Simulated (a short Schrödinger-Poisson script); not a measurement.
# Symmetric double-gate stack, Si3N4 on p-type Si(100)

System: symmetric double-gate stack, Si3N4 on p-type Si(100), at 300 K.

```
layer  material  thickness (nm)  Na (cm⁻³)
-----  --------  --------------  ---------
1         Si3N4             1.4          -
2            Si               2       1e17
3         Si3N4             1.4          -
```

The device is made up for the run: typed textbook-type constants, with dimensions and the other settings drawn at random. Si3N4: permittivity 7.5, conduction-band edge (eV) 1.95, gap (eV) 5.1, electron mass (mₑ) 0.5. Si: permittivity 11.7, conduction-band edge (eV) 0, gap (eV) 1.124, Nv at 300 K (cm⁻³) 3.1e19.

Channel valleys (confinement mass, in-plane density-of-states mass, number): Δ2 0.916, 0.19, 2; Δ4 0.19, 0.417, 4. At the gates, both at one voltage, the conduction-band edge of layer 1 lies 2.35 eV − eVg above the Fermi level of the channel. Gaps are held at their typed values at every temperature. Mesh 0.03 nm at interfaces.

Solved with a short Schrödinger-Poisson script written for these runs: 1D Poisson equation in equilibrium, electrons quantum, Hartree (BenDaniel-Duke, 12 states a valley, the channel's in-plane mass for all, wave functions free to enter the dielectric), parabolic valleys, classical holes, full ionisation, no traps, pinning or gate leakage.

| Vg (V) | electrons (cm⁻²) | C (μF/cm²) | Δ2 E0 (meV) | Δ2 E1 (meV) | Δ4 E0 (meV) | Δ4 E1 (meV) |
|---|---|---|---|---|---|---|
| 0.1 | 1.50e6 | < 0.003 | 383.8 | 631.0 | 520.4 | 1224.8 |
| 0.15 | 1.03e7 | < 0.003 | 333.8 | 581.0 | 470.4 | 1174.8 |
| 0.2 | 7.16e7 | < 0.003 | 283.8 | 531.0 | 420.4 | 1124.8 |
| 0.25 | 4.95e8 | 0.00313 | 233.8 | 481.0 | 370.4 | 1074.8 |
| 0.3 | 3.41e9 | 0.0215 | 183.9 | 431.1 | 320.5 | 1024.9 |
| 0.35 | 2.32e10 | 0.143 | 134.3 | 381.5 | 270.9 | 975.3 |
| 0.4 | 1.43e11 | 0.796 | 86.8 | 333.9 | 223.3 | 927.5 |
| 0.45 | 6.31e11 | 2.48 | 47.1 | 293.5 | 183.3 | 886.7 |
| 0.5 | 1.66e12 | 4.05 | 18.8 | 264.1 | 154.4 | 856.1 |
| 0.55 | 3.08e12 | 4.92 | -1.6 | 242.1 | 133.3 | 832.6 |
| 0.6 | 4.69e12 | 5.39 | -17.7 | 224.2 | 116.2 | 812.8 |
| 0.65 | 6.42e12 | 5.68 | -31.5 | 208.5 | 101.5 | 795.3 |
| 0.7 | 8.23e12 | 5.90 | -43.8 | 194.2 | 88.3 | 779.1 |
| 0.75 | 1.01e13 | 6.08 | -54.8 | 181.2 | 76.2 | 764.0 |
| 0.8 | 1.20e13 | 6.25 | -64.9 | 169.1 | 65.2 | 749.9 |
| 0.85 | 1.40e13 | 6.42 | -73.9 | 158.0 | 55.1 | 736.7 |
| 0.9 | 1.60e13 | 6.58 | -82.1 | 147.8 | 45.9 | 724.4 |
| 0.95 | 1.81e13 | 6.72 | -89.3 | 138.5 | 37.7 | 712.9 |
| 1 | 2.02e13 | 6.86 | -95.8 | 129.9 | 30.1 | 702.2 |
| 1.05 | 2.24e13 | 6.97 | -101.6 | 122.1 | 23.3 | 692.1 |
| 1.1 | 2.46e13 | 7.07 | -106.8 | 114.8 | 17.1 | 682.6 |

Subbands count from the Fermi level. The capacitance is that of both gates.
